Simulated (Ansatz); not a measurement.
Density of states of NbN (P6_3/mmc) near the Fermi level, PBEsol, rigid bands (Ansatz, a quantum-chemistry and plane-wave program).

```
E − E_F (eV) | states/eV/cell
    -1.92 | ######### 1.23
    -1.82 | ########## 1.26
    -1.72 | ########## 1.29
    -1.62 | ########## 1.33
    -1.52 | ########### 1.39
    -1.42 | ########### 1.46
    -1.32 | ############ 1.59
    -1.22 | ############### 1.92
    -1.12 | ############## 1.86
    -1.02 | ############ 1.53
    -0.92 | ########### 1.39
    -0.82 | ########## 1.31
    -0.72 | ########## 1.28
    -0.62 | ########## 1.31
    -0.52 | ########## 1.27
    -0.42 | ########## 1.24
    -0.32 | ######### 1.22
    -0.22 | ######### 1.19
    -0.12 | ######## 1.00
    -0.02 | ###### 0.82
     0.08 | ###### 0.71
     0.18 | ##### 0.64
     0.28 | ##### 0.60
     0.38 | ##### 0.61
     0.48 | ##### 0.63
     0.58 | ##### 0.66
     0.68 | ###### 0.74
     0.78 | ####### 0.95
     0.88 | ######### 1.18
     0.98 | ########## 1.30
     1.08 | ########### 1.48
     1.18 | ############## 1.79
     1.28 | ################### 2.51
     1.38 | #################### 2.59
     1.48 | ##################### 2.68
     1.58 | ###################### 2.84
     1.68 | ######################## 3.18
     1.78 | ############################# 3.76
     1.88 | ############################## 3.89
```

Task: With 4 atoms a cell, what bare Sommerfeld coefficient γ = (π²/3) k_B² N(E_F) follows?

Result: N(E_F) ≈ 0.79 states/eV a cell at 300 K, so γ ≈ 0.47 mJ/(mol of atoms·K²), before many-body enhancement (phonons, spin fluctuations, correlation).

Task: How far does the Fermi level move in a rigid band for 0.1 electron a cell added or removed?

Result: 138 meV and -114 meV.

A metal at this level (no band gap); rigid bands, thermally averaged at 300 K, both spins. Spin-orbit coupling is left out. Geometry: cell and atoms relaxed with PBEsol.
